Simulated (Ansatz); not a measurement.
**BN, response to strain**

Take BN in the zinc blende structure (space group F-43m, No. 216; a = 3.5805 Å) as the base. Axes: x, y, z lie along the cube axes.

Strains are applied to the cell and any free atomic positions relax; under biaxial strain the out-of-plane vector relaxes too.

All numbers come from Ansatz (a first-principles code), LDA, PAW, cutoff 420 eV, no SOC.

Notes on the quantities. energy relative to the base: free energy F.

| biaxial strain, plane normal [111], relaxed out of plane (%) | energy relative to the base (meV/atom) |
|---|---|
| -2.5 | 26.4 |
| -2.08 | ? |
| -1.67 | 11.5 |
| -1.25 | 6.4 |
| -0.83 | 2.8 |
| -0.42 | 0.7 |
| 0 | 0.0 |

Problem. Fit ΔE = Aε² + Bε³ (ε in %) to the rows shown and predict the withheld row.

Solution. Least squares on the printed values gives A = 3.95 and B = -0.11 meV/atom (largest residual 0.0 meV/atom); this predicts 18.1 meV/atom, and the run gives 18.1 meV/atom, in agreement.

Whether these cells are dynamically stable was not tested.
